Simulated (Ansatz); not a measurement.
Cd: transverse stress against strain

Cd (hcp, P6_3/mmc, 20.956 Å³/atom at rest, c along z) under a strain ε along c (axis z), the other axes held. PBEsol in Ansatz, a plane-wave DFT program (PAW, default set), 420 eV, 22×22×11 Γ-centred mesh, Fermi-Dirac smearing 0.10 eV; ions are relaxed within the symmetry of each cell. Stress is positive for a compressed cell.

Here s stands for strain and y for stress xx.

```
strain (%)  stress xx (GPa)
----------  ---------------
-3.00                     ?
-1.50                  0.62
-1.00                  0.40
-0.50                  0.19
0.00                  -0.01
0.50                  -0.20
1.00                  -0.38
1.50                  -0.55
```

Q: Using a straight line, estimate the missing y at s = -3.00 from the other rows, showing the fit.

A: Means: s 0, y 0.010. About the means, the sum of products is -2.7300 and the sum of squares of s is 7.0000; the slope is their ratio. Least squares gives y = 0.010 - 0.3900·s. Residuals (row less fit): 0.025, 0.000, -0.015, -0.020, -0.015, 0.000, 0.025; standard error 0.020 (degrees of freedom: 5). The slope gives the elastic constant C13 = 39 ± 0.8 GPa. At the withheld row, y = 0.010 - 0.3900 × (-3.0) = 1.180 GPa. The calculation gives 1.37 GPa, 0.190 GPa above the prediction (9.9 % of the range of y in the table). The row lies outside the fitted rows, so this is an extrapolation. From the scatter of the fitted rows alone, a prediction at this place has a standard error of 0.032 GPa, so the miss is 5.9 times that.

One order more, fitted to all 13 runs of the series, follows each within 0.01, so the miss is the next term of a smooth law. In a metal these values are sensitive to mesh and smearing; energies are taken to zero smearing, stresses follow the free energy. Rows are the converged runs of the series near zero and its far end; series whose fitted rows scatter by over a few per cent of the range, as at a crossing or softening among them, aren't shown in this form. Most that stay on the fit to the last digits aren't either.
